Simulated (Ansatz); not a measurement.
Worked example: relaxation of cell and atoms of Ti6PtAu (Pm-3, 8 atoms in the cell) in Ansatz (a first-principles code).

Computed with LDA (PW92), PAW files made with PBE (plane waves; Ansatz).

```xyz
8
Lattice="5.0561 0.0000 0.0000 0.0000 5.0561 0.0000 0.0000 0.0000 5.0561" Properties=species:S:1:pos:R:3 pbc="T T T"
Ti     0.0000     2.5281     3.8101
Ti     0.0000     2.5281     1.2461
Ti     3.8101     0.0000     2.5281
Ti     1.2461     0.0000     2.5281
Ti     2.5281     3.8101     0.0000
Ti     2.5281     1.2461     0.0000
Pt     0.0000     0.0000     0.0000
Au     2.5281     2.5281     2.5281
```

Reference input (self-consistent single point, DFT, LDA (PW92), plane waves, PAW files made with PBE): basis.ecutwfc = 420 eV; kpoints.mp_grid.grid = 5 5 5; hamiltonian.xc = lda; hamiltonian.pseudopotentials = {kind: paw} (the program's default PAW files); scf.occupations.method = gaussian; scf.occupations.width = 0.136 eV. This run's input differs from it in these lines:

```diff
@@ -23,2 +23,4 @@
   occupations: { method: gaussian, width: 0.136 }
+relax:
+  cell: {}
 output:
```

The program printed (abridged):

```
   [... SCF lines of the steps left out ...]
relax step   1: F+E_penalty+E_count = -39818.96438166 eV  Δ(F+E_penalty+E_count) = +0.000e0 eV  max|allowed force component| = 3.333e-3 eV/Å  Δτ_max = 0.0000 Å  P = -8.813 GPa  Ω = 129.259 Å³  (10 SCF iters, dr2 threshold 1.00e-7 eV, accepted)
relax step   2: F+E_penalty+E_count = -39818.86329150 eV  Δ(F+E_penalty+E_count) = +1.011e-1 eV  max|allowed force component| = 9.258e-2 eV/Å  Δτ_max = 0.0074 Å  P = +13.368 GPa  Ω = 114.220 Å³  energy of the carried Pulay correction = +2.928e-3 eV  [...]
   [... lines left out ...]
relax step   6: F+E_penalty+E_count = -39819.17316874 eV  Δ(F+E_penalty+E_count) = -6.536e-6 eV  max|allowed force component| = 3.101e-5 eV/Å  Δτ_max = 0.0003 Å  P = -0.001 GPa  Ω = 122.087 Å³  energy of the carried Pulay correction = +1.352e-3 eV  [...]
relax step   7: F+E_penalty+E_count = -39819.17160932 eV  Δ(F+E_penalty+E_count) = +1.559e-3 eV  max|allowed force component| = 6.620e-6 eV/Å  Δτ_max = 0.0000 Å  P = +0.009 GPa  Ω = 122.087 Å³  stress off target by 8.96e-3 GPa  SCF on the basis [...]
basis re-selected at this cell: Δ(F+E_penalty+E_count) = +1.559e-3 eV, ΔP = +0.010 GPa vs the last step
the relaxation is at rest under the 24 symmetry operations that the run kept from its start: a minimum is not shown …
Stability not checked: this state was not tested for a lower state beside it, because too few of the mixer's solves of this state at the end of the SCF gave a …
Free energy (F): -39819.171609 eV
Internal energy: -39819.081672 eV  (E = F + TS)
   [... lines left out ...]
Fermi energy:    16.919929 eV
  cell:  # Å, volume = 122.0870 Å³
   [... lines left out ...]
    - { symbol: Ti, position: [0.49999999999999994, 0.7534239939083932, -1.0721617955217944e-20] }
    - { symbol: Ti, position: [0.49999999999999994, 0.24657600609160668, -1.0721617955217944e-20] }
    - { symbol: Pt, position: [-1.541232581062581e-20, -1.4072123566223556e-20, -1.0721617955217946e-20] }
    - { symbol: Au, position: [0.49999999999999994, 0.49999999999999994, 0.49999999999999994] }
```

The run converged.  The full log also holds: “iter 5 did not close the SCF: its close was put off for the readings that it lacked (scf_convergence_deferred on its scf_iter line)”. The full log also holds: “iter 5 did not close the SCF: its close was put off for the readings that it lacked (scf_convergence_deferred on its scf_iter line)”.

Summary of the result:
* **Free energy E − TS (on the zero of these files)**: -39819.1716 eV
* **Fermi level (on the code's own zero)**: 16.92 eV
* **Pressure**: 0.01 GPa
* **Final cell**: a = b = c = 4.961 Å, α = β = γ = 90.00°
* **Final volume per atom**: 15.26 Å³
* **Relaxation steps**: 7

The starting cell comes from a database of computed structures (which also holds hypothetical and non-ambient phases and stackings), without a prior relaxation at this level. Spin polarisation is off. The relaxation keeps the symmetry of its start, so its end need not be a minimum. Ansatz's pressure includes its estimate of the finite-basis (Pulay) stress.

Cost on one core of a shared machine: roughly 30 s.

Keys are those of Ansatz 0.2.
